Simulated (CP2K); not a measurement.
Input and output of a zone-centre phonon calculation for Sn (I4_1/amd, 2 atoms in the cell) (CP2K).

Method: PBE, GPW, DZVP-MOLOPT-SR-GTH basis, GTH-PBE potentials (GTH_POTENTIALS) in CP2K.

```xyz
2
Lattice="4.4184 0.0000 0.0000 -3.2741 2.9670 0.0000 -0.5722 -1.4835 4.1224" Properties=species:S:1:pos:R:3 pbc="T T T"
Sn    -1.6370     1.4835     2.0612
Sn     0.0000     0.0000     0.0000
```

Reference input (self-consistent single point, DFT PBE, GPW, DZVP-MOLOPT-SR-GTH basis, GTH-PBE potentials (GTH_POTENTIALS)): CUTOFF = 400 Ry; REL_CUTOFF = 50 Ry; SMEAR/METHOD = GAUSSIAN; SIGMA = 0.1 eV; KPOINTS/SCHEME = MONKHORST-PACK 8 8 8; GAMMA_CENTERED = T; XC_FUNCTIONAL = PBE; Sn/BASIS_SET = DZVP-MOLOPT-SR-GTH-q4; Sn/POTENTIAL = GTH-PBE-q4; METHOD = GPW; EPS_DEFAULT = 1e-10; NGRIDS = 5. This run's input differs from it in these lines:

```diff
@@ -2,3 +2,3 @@
   PROJECT sn
-  RUN_TYPE ENERGY_FORCE
+  RUN_TYPE VIBRATIONAL_ANALYSIS
   PRINT_LEVEL LOW
@@ -7,3 +7,2 @@
   METHOD Quickstep
-  STRESS_TENSOR ANALYTICAL
   &DFT
@@ -14,2 +13,3 @@
       EPS_DEFAULT 1E-10
+      EXTRAPOLATION USE_GUESS
     &END QS
@@ -22,3 +22,3 @@
       SCF_GUESS ATOMIC
-      EPS_SCF 1E-6
+      EPS_SCF 1E-8
       MAX_SCF 100
@@ -48,12 +48,2 @@
     &PRINT
-      &MO
-        EIGENVALUES T
-        OCCUPATION_NUMBERS T
-        NDIGITS 8
-        FILENAME mo
-        &EACH
-          QS_SCF 0
-        &END EACH
-        ADD_LAST NUMERIC
-      &END MO
       &MULLIKEN OFF
@@ -82,6 +72,13 @@
     &END FORCES
-    &STRESS_TENSOR ON
-    &END STRESS_TENSOR
   &END PRINT
 &END FORCE_EVAL
+&VIBRATIONAL_ANALYSIS
+  DX 0.01
+  FULLY_PERIODIC T
+  NPROC_REP 1
+  &PRINT
+    &PROGRAM_RUN_INFO ON
+    &END PROGRAM_RUN_INFO
+  &END PRINT
+&END VIBRATIONAL_ANALYSIS
```

Output, abridged:

```
 GLOBAL| Method name                                                        CP2K
 GLOBAL| Project name                                                         sn
 GLOBAL| Run type                                           VIBRATIONAL_ANALYSIS

 TOTAL NUMBERS AND MAXIMUM NUMBERS

  Total number of            - Atomic kinds:                                   1
   [... lines left out ...]
     4 Sn  -1.690194E-01  5.666162E-02 -6.934357E-08  1.690521E-01 -5.681343E-02
     5 Sn   5.665484E-02 -4.398819E-02  4.124131E-08 -5.663899E-02  4.357992E-02
     6 Sn  -7.987518E-08  7.588195E-08 -1.908686E-01  1.830323E-08 -3.134562E-08

                   6
     1 Sn   2.934301E-07
     2 Sn   9.829211E-07
     3 Sn  -1.908293E-01
     4 Sn   6.699064E-08
     5 Sn  -4.719483E-08
     6 Sn   1.908981E-01

 VIB| Cartesian Low frequencies ---
 VIB| -5.7865083E-04 -2.4834076E-04  1.7409515E-04  4.3919363E-02  3.8141069E-01
 VIB|  3.8167967E-01

 VIB| Eigenvectors before removal of rotations and translations

                   1             2             3             4             5
     1 Sn   5.463252E-01 -7.646763E-03  4.522326E-01  2.502131E-01 -4.127926E-04
     2 Sn   4.516378E-01 -2.201419E-03 -5.398079E-01  6.627802E-01  1.418030E-04
     3 Sn   7.310111E-03  7.076489E-01  3.164362E-03 -3.664432E-05  7.065192E-01
     4 Sn   5.438784E-01 -7.636498E-03  4.483930E-01 -2.599724E-01  4.068323E-04
     5 Sn   4.490455E-01 -2.210158E-03 -5.504696E-01 -6.561480E-01 -1.580916E-04
     6 Sn   7.282156E-03  7.064747E-01  3.167901E-03 -5.260109E-05 -7.076936E-01

                   6
     1 Sn   6.590518E-01
     2 Sn  -2.556331E-01
     3 Sn   4.359482E-04
     4 Sn  -6.599211E-01
     5 Sn   2.545707E-01
     6 Sn  -4.366552E-04

 VIB| Frequencies after removal of the rotations and translations

 VIB| Internal  Low frequencies ---
 VIB|  4.3916314E-02  3.8141043E-01  3.8167931E-01

 VIB|                        NORMAL MODES - CARTESIAN DISPLACEMENTS
 VIB|
 VIB|                         1                    2                    3
 VIB|Frequency (cm^-1)  4.5993585516E+01    1.3554409677E+02    1.3559186529E+02
 VIB|Red.Masses (a.u.)  1.1871000000E+02    1.1871000000E+02    1.1871000000E+02
 VIB|Frc consts (a.u.)  9.5032747223E-03    8.2535343985E-02    8.2593528531E-02
  ATOM  EL               X     Y     Z       X     Y     Z       X     Y     Z
     1  Sn             -0.26 -0.66 -0.00    0.00 -0.00 -0.71    0.66 -0.26  0.00
     2  Sn              0.26  0.66  0.00   -0.00  0.00  0.71   -0.66  0.26 -0.00
```

The run converged in 14 iterations. 

Summary of the result:
- Zone-centre frequencies (cm⁻¹; negative means imaginary) = 46, 136, 136

The starting cell has typed, rounded lattice constants, without a prior relaxation at this level. Values carry the incompleteness of an atom-centred basis.

Cost on one core of a shared machine: roughly 7 min.
